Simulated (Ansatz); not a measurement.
An Ansatz (a first-principles code) input (r2SCAN, PAW, 500 eV (Ansatz; no spin-orbit coupling), earlier PAW set):

Ansatz 0.2 input:
```yaml
crystal:
  lattice:
    - [0, 0, -2.5134009888]
    - [-1.2769990587, 1.805949388, -1.2567004944]
    - [1.2769990587, 1.805949388, -1.2567004944]
  atoms:
    - { symbol: C, position: [0.5000374015, 0.4999625985, 0.4999625985] }
    - { symbol: C, position: [0.7499625985, 0.7500374015, 0.7500374015] }
basis: { ecutwfc: 500, ecutrho_ratio: 4, xc_grid: 4, fft_grid_basis: typed }
kpoints: { mp_grid: { grid: [16, 16, 16] } }
hamiltonian:
  xc: r2scan
  dispersion: none
  pseudopotentials: { azcp: { folder: ./paw }, kind: paw }
scf: { occupations: { method: fermi_dirac, width: 0.05 }, convergence: { dr2_threshold: 0.0000000002 } }
output: { forces: true, stress: true }
checkpoint: { write: state.ck, write_every: 1000 }
```

**Question.** Which symmetry and how many k-points will the program report, and about how many plane waves at Γ?

**Answer.** Space group Imma (ITA 74) with 8 operations, k-points 621 of 4096, and 295 plane waves at Γ.

**Question.** And the final pressure?

**Answer.** -11.51 GPa (compression positive).

A biaxial case was relaxed in a doubled cell and then solved in the primitive one. The cells carry an imposed strain or load. Stability against distortions was not tested. The cell was made from C in the diamond structure (space group Fd-3m, No. 227) by this change: biaxial strain +1.45 %, plane normal [110], relaxed out of plane.
